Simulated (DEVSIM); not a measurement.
Device: abrupt Si p-n junction, at 300 K.

```csv
layer (left to right),material,thickness (μm),Nd (cm⁻³),Na (cm⁻³),τn (s),τp (s)
1,Si,5.80,-,2.2e15,0.00067,0.00067
2,Si,0.350,7.1e15,-,0.00067,0.00067
```

Left contact: ohmic. Right contact: ohmic. Voltage is applied to the left contact. Recombination: SRH at mid-gap, radiative. Mobility is μmin + (μ − μmin)/(1 + (N/Nref)^α).

The device is made up for the run: typed textbook-type constants, with dimensions and the other settings drawn at random. Values at 300 K.

| parameter | Si |
|---|---|
| gap (eV) | 1.124 |
| affinity (eV) | 4.05 |
| permittivity | 11.7 |
| Nc (cm⁻³) | 2.86e19 |
| Nv (cm⁻³) | 3.1e19 |
| μn (cm²/Vs) | 1417 |
| μp (cm²/Vs) | 470 |
| μn,min | 52 |
| μp,min | 45 |
| Nref,n | 9.7e16 |
| Nref,p | 2.2e17 |
| αn | 0.68 |
| αp | 0.72 |
| B (cm³/s) | 4.7e-15 |

DEVSIM, 1D drift-diffusion, Boltzmann statistics, complete ionisation; no tunnelling, impact ionisation, image-force lowering or self-heating.

The thickness of layer 2 was swept, all else fixed.

```json
[
 {"thickness of layer 2 (μm)": "0.07", "dark forward voltage at 100 A/cm² (V)": "0.786", "dark forward voltage at 1 A/cm² (V)": "0.487"},
 {"thickness of layer 2 (μm)": "0.12", "dark forward voltage at 100 A/cm² (V)": "0.772", "dark forward voltage at 1 A/cm² (V)": "0.498"},
 {"thickness of layer 2 (μm)": "0.21", "dark forward voltage at 100 A/cm² (V)": "0.755", "dark forward voltage at 1 A/cm² (V)": "0.515"},
 {"thickness of layer 2 (μm)": "0.35", "dark forward voltage at 100 A/cm² (V)": "0.744", "dark forward voltage at 1 A/cm² (V)": "0.527"},
 {"thickness of layer 2 (μm)": "0.59", "dark forward voltage at 100 A/cm² (V)": "0.736", "dark forward voltage at 1 A/cm² (V)": "0.536"},
 {"thickness of layer 2 (μm)": "1", "dark forward voltage at 100 A/cm² (V)": "0.730", "dark forward voltage at 1 A/cm² (V)": "0.542"},
 {"thickness of layer 2 (μm)": "1.8", "dark forward voltage at 100 A/cm² (V)": "0.727", "dark forward voltage at 1 A/cm² (V)": "0.547"}
]
```

From the first row to the last the dark forward voltage at 100 A/cm² goes from 0.786 to 0.727. From the first row to the last the dark forward voltage at 1 A/cm² goes from 0.487 to 0.547.
